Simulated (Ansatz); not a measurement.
In a (6,6) carbon nanotube, spin-degenerate bands cross the Fermi level 2 times between Γ and the zone edge.

Level of theory: PBE (plane waves to 420 eV, PAW; Ansatz, an electronic-structure program). Mesh 1×1×30. No spin polarisation. It repeats along c; a and b span vacuum. An idealised model, rolled from the flat sheet. It keeps the symmetry and period of its start, so it need not be a minimum against all distortions.

### Question
What are the conductance and the two-terminal resistance of a perfect, endless piece?

### Answer
Each crossing on the half of the zone with k > 0 has a partner at −k, so it gives one mode in each direction. Counting spin there are 4 modes, each carrying e²/h = 38.74 μS. G = 4 × 38.74 = 155.0 μS and R = 1/G = 6.45 kΩ, whatever the length. Scattering by phonons, roughness and contacts can only raise R.
